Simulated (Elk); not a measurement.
Elk run on Ti2Zn (I4/mmm, 3 atoms in the cell): self-consistent single point.

Level of theory: PBEsol, all-electron FP-LAPW, Elk's shipped species files, APW+lo basis with extra local orbitals (Elk).

The change in words: lattice scaled by 0.98. Reference geometry:
```xyz
3
Lattice="-1.5105 1.5105 5.2922 1.5105 -1.5105 5.2922 1.5105 1.5105 -5.2922" Properties=species:S:1:pos:R:3 pbc="T T T"
Ti     0.0000     0.0000     7.0252
Ti     0.0000     0.0000     3.5591
Zn     0.0000     0.0000     0.0000
```

Reference input (self-consistent single point, DFT, PBEsol, all-electron FP-LAPW, Elk's shipped species files, APW+lo basis with extra local orbitals): xctype = 22; rgkmax = 8; stype = 0; swidth = 0.00183747 Ha; ngridk = 10 10 10; gmaxvr = 16 1/bohr; nxlo = 2; lorbcnd = true; lmaxi = 3; maxscl = 100. This run's input differs from it in these lines:

```diff
@@ -31,8 +31,8 @@
 scale
-  10.78475399
+  10.56905991
 
 avec
-   -0.2646754540    0.2646754540    0.9273045930
-    0.2646754540   -0.2646754540    0.9273045930
-    0.2646754540    0.2646754540   -0.9273045930
+   -0.2646754825    0.2646754825    0.9273045767
+    0.2646754825   -0.2646754825    0.9273045767
+    0.2646754825    0.2646754825   -0.9273045767
```

Output (repeated stretches shortened):

```
│ Self-consistent loop started │
│ Loop number : 1 │
 total energy                :     -3490.45055848
│ Loop number : 2 │
 total energy                :     -3491.14227915
RMS change in Kohn-Sham potential (target) :   0.2924285001     (  0.1000000000E-05)
Absolute change in total energy (target)   :   0.6917206716     (  0.1000000000E-03)
│ Loop number : 3 │
 total energy                :     -3491.59076782
RMS change in Kohn-Sham potential (target) :   0.2845388374     (  0.1000000000E-05)
Absolute change in total energy (target)   :   0.6214188367     (  0.1000000000E-03)
│ Loop number : 4 │
   [... lines left out ...]
Absolute change in total energy (target)   :   0.2507356976E-04 (  0.1000000000E-03)
│ Loop number : 14 │
 total energy                :     -3500.56482928
RMS change in Kohn-Sham potential (target) :   0.2449724749E-05 (  0.1000000000E-05)
Absolute change in total energy (target)   :   0.4223857427E-03 (  0.1000000000E-03)
│ Loop number : 15 │
 total energy                :     -3500.56481705
RMS change in Kohn-Sham potential (target) :   0.8522921674E-06 (  0.1000000000E-05)
Absolute change in total energy (target)   :   0.9337176562E-04 (  0.1000000000E-03)
Convergence targets achieved

│ Loop number : 16 │

Energies :
 Fermi                       :     0.311141425280
 total energy                :     -3500.56480929

Density of states at Fermi energy :    79.39205106
 (states/Hartree/unit cell)

Estimated indirect band gap :   0.8481121511E-03
 from k-point     17 to k-point     26
Estimated direct band gap   :   0.7858131176E-02
 at k-point     91

Charges :
 core                        :    32.00000000
 valence                     :    42.00000000
 interstitial                :    4.010914524
 muffin-tins (core leakage)
  species :    1 (Ti)
   atom    1                 :    20.41096841     (  0.5886935384E-09)
   atom    2                 :    20.41096841     (  0.5886935384E-09)
  species :    2 (Zn)
   atom    1                 :    29.16714866     (  0.8326901965E-04)
 total in muffin-tins        :    69.98908548
 total calculated charge     :    73.99998317
 total charge                :    74.00000000
 error                       :   0.1682931008E-04

│ Self-consistent loop stopped │
```

The run converged in 16 iterations. The count includes the last loop, which Elk runs after its targets are met. Against the reference run the total energy goes up by 6.2 meV/atom.

The starting cell comes from a database of computed structures (which also holds hypothetical and non-ambient phases and stackings), without a prior relaxation at this level. For this run, on top of that: lattice scaled by 0.98. Spin polarisation is off. Values depend on the basis (sphere radii, cutoffs, local orbitals), which need not be converged. The log's line on a gap gives a spacing of levels on this mesh, which the program prints for metals too.

Cost on one core of a shared machine: roughly 70 s.
